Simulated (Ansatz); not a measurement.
# Enthalpy of formation of SnSe2 (model structure, started from the 2H-MoS2 type, P6₃/mmc, No. 194, 6 atoms in the cell) at several levels of theory

No measured value is used here.

```tsv
level (code)	value (eV/atom)
PBE (Ansatz)	-0.128
PBEsol (Ansatz)	-0.147
PBE-D3(BJ) (Ansatz)	-0.154
```

Density-functional levels without +SOC have no spin–orbit coupling, which shifts binding energies of heavy elements. Each level is taken at its own relaxed cell. Ansatz's density-functional and Hartree–Fock values are scalar-relativistic unless marked +SOC, with PAW data made under PBE.

A model structure was made by putting elements into a prototype or built by hand; it is no filed structure, need not be a known phase, and can be a saddle point held by its symmetry.

Ansatz is a program for electronic structure.
